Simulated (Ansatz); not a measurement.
# TiC under a change: isotropic strain +4.47 %

The parent structure is TiC in the rock salt structure (space group Fm-3m, No. 225; a = 4.3331 Å; relaxed with 0.1 eV smearing).

Now apply this change: an isotropic linear strain of +4.47 %, atoms relaxed at fixed cell.

All numbers come from PBE (Ansatz, an electronic-structure program), spin-orbit coupling left out. Γ-centred 23×23×23 mesh, Fermi–Dirac width 0.1 eV.

| quantity | base | changed | shift |
|---|---|---|---|
| volume per atom | 10.17 Å³ | 11.60 Å³ | +1.43 Å³ |
| space group | Fm-3m (No. 225) | Fm-3m (No. 225) | – |
| shortest interatomic distance | 2.167 Å | 2.263 Å | +0.0968 Å |
| energy relative to the base (free energy F) | 0 meV/atom | +125 meV/atom | +125 meV/atom |
| pressure | 0.0 GPa | -25.2 GPa | -25.2 GPa |
| band gap | zero | zero | – |

Final structure:

```
TiC
1.0
    0.00000     2.26338     2.26338
    2.26338     0.00000     2.26338
    2.26338     2.26338     0.00000
Ti C
1 1
Direct
  0.00000   0.00000   0.00000
  0.50000   0.50000   0.50000
```

Whether these cells are dynamically stable was not tested. The base started in Pnma and relaxed to Fm-3m at this level. The final runs are not spin-polarised.
